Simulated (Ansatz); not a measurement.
BAs (model structure, started from the CdTe type, P6₄22, No. 181, 6 atoms in the cell), treated with LDA (Ansatz, a program for electronic structure, PAW).

Settings: plane-wave cutoff 520 eV, 18×18×8 k mesh (along the axes of the cell as run), Fermi–Dirac smearing 0.05 eV, scalar-relativistic PAW data made under PBE.

Cell (relaxed at this level):

```
CELL_PARAMETERS angstrom
      3.40538     0.00000     0.00000
     -1.70269     2.94914     0.00000
      0.00000     0.00000     7.35090
ATOMIC_POSITIONS crystal
  B  0.00000 0.50000 0.66667
  B  0.50000 0.50000 0.00000
  B  0.50000 0.00000 0.33333
  As 0.00000 0.50000 0.16667
  As 0.50000 0.50000 0.50000
  As 0.50000 0.00000 0.83333
```

Q: What does this level give for the band gap and bulk modulus?

A: 
- band gap: 0.32 eV (on the SCF k mesh)
- bulk modulus: 154 GPa

Note: the bulk modulus is −V dP/dV from two relaxed cells at ±2 % in volume; the relaxation could raise the start's symmetry but not lower it, so the cell can be a saddle point.

Spin–orbit coupling is not included.

Computed values are for the static lattice.

A model structure was made by putting elements into a prototype or built by hand; it is no filed structure, need not be a known phase, and can be a saddle point held by its symmetry.
